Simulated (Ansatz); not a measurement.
System: InSbO₄ (model structure, started from the BPO4 type, I-4, No. 82, 6 atoms in the cell). Method: PBE+SOC (Ansatz, a program for electronic structure, PAW).

Numerical settings: plane-wave cutoff 520 eV, 8×8×8 k mesh, Fermi–Dirac smearing 0.01 eV, PAW data made under PBE.

Cell (relaxed with PBEsol):

Space group I-4 (No. 82); a = 5.8589 Å, b = 5.8589 Å, c = 7.7657 Å, α = 90.00°, β = 90.00°, γ = 90.00°

```
atom  site  symmetry       x       y       z
----  ----  --------  ------  ------  ------
In      2d      -4..  0.5000  0.0000  0.2500
Sb      2a      -4..  0.0000  0.0000  0.0000
O       8g         1  0.2300  0.1484  0.1273
```
(The calculation used a cell of 6 atoms; values per cell refer to that cell.)

Q: Predict the band gap and smallest direct gap on the k points sampled.

A: 
- band gap = 2.36 eV (indirect)
- smallest direct gap on the k points sampled = 2.41 eV

Note: the relaxation could raise the start's symmetry but not lower it, so the cell can be a saddle point; cell and atoms aren't relaxed at this level (largest force component 0.25 eV/Å, pressure 2.4 GPa).

Static lattice: no zero-point or thermal effects.

A model structure was made by putting elements into a prototype or built by hand; it is no filed structure, need not be a known phase, and can be a saddle point held by its symmetry.
